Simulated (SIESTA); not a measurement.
Troubleshooting SIESTA: a failed run on Na₂SnBPO₇ (P2_1/m, 24 atoms in the cell). The aim is a self-consistent single point with DFT, LDA PW92, numerical atomic orbitals DZP, PseudoDojo LDA standard norm-conserving potentials (rewritten from UPF to PSML).

Cell that was meant: a = 5.4158 Å, b = 6.7652 Å, c = 9.4069 Å, α = 90.00°, β = 91.98°, γ = 90.00°.

Part of the input:

```
OccupationMPOrder            0
ElectronicTemperature        116.05 K

MaxSCFIterations             3
SCF.MustConverge             false
SCF.Mixer.Method             Pulay
SCF.Mixer.Weight             0.2
SCF.Mixer.History            6
```

Output, abridged:

```
        iscf     Eharris(eV)        E_KS(eV)     FreeEng(eV)     dDmax    Ef(eV) dHmax(eV)
   scf:    1   -15975.190461   -16053.638787   -16053.638787  1.692191 -8.427100 14.275629
   scf:    2   -16088.105175   -16073.131217   -16073.131217  0.169256 -8.424185  6.650861
   scf:    3   -16079.846596   -16078.757698   -16078.757698  0.231350 -6.017425  1.154482
SCF_NOT_CONV: SCF did not converge  in maximum number of steps.
SCF_NOT_CONV: SCF did not converge  in maximum number of steps.
Geom step, scf iteration, dDmax, dHmax:    0     3      0.231350     0.084853
Geom step, scf iteration, dDmax, dHmax:    0     3      0.231350     0.084853

Using DM_out to compute the final energy and forces

   [... lines left out ...]
siesta: FreeEng =    -16078.757698
siesta: Cell volume =        344.452944 Ang**3
siesta:         -30.40387606        -44.27133777  kBar
   [... lines left out ...]
               3Pdxy   3Pdyz   3Pdz2   3Pdxz   3Pdx2-y2
  11  6.201   1.464   0.152   1.584   0.971   1.625  -0.034   0.394   0.028
              0.001   0.009   0.003   0.004   0.001
  12  6.201   1.464   0.152   1.584   0.971   1.625  -0.034   0.394   0.028
   [... 25 lines left out ...]

mulliken: Qtot =      164.000

Mulliken Atomic Populations:
Atom #   charge [q] valence [e]  Species
     1     0.572569    8.427431  Na
     2     0.572569    8.427431  Na
     3     0.572569    8.427431  Na
     4     0.572569    8.427431  Na
     5     1.229798   12.770202  Sn
     6     1.229798   12.770202  Sn
     7    -0.455174    3.455174  B
     8    -0.455174    3.455174  B
     9     0.175641    4.824359  P
   [... 15 lines left out ...]
 Total     0.000000
```

Q: What caused this, and what should be changed?

A: The fault is an iteration limit that is too low, with the stop on failure switched off. The program then goes on with a density that is not self-consistent. To fix it, raise the limit and let the run stop on failure. The run ended unconverged after 3 iterations.

The sound input it was made from differs as follows (other fixes are possible):
```diff
-MaxSCFIterations             3
-SCF.MustConverge             false
+MaxSCFIterations             150
```

With that input, the run converged in 12 iterations: free energy E − TS -16078.9428 eV; top of the valence band (on the code's own zero) -6.98 eV; gap on the k-point mesh 1.60 eV; pressure -3.83 GPa; largest force (vector length) 0.400 eV/Å (DFT, LDA PW92, numerical atomic orbitals DZP, PseudoDojo LDA standard norm-conserving potentials (rewritten from UPF to PSML)).

On the sound input: the starting cell comes from a database of computed structures (which also holds hypothetical and non-ambient phases and stackings), without a prior relaxation at this level. Values carry the incompleteness of an atom-centred basis. With a pressure of about -4 GPa the cell is away from its equilibrium volume at this level.
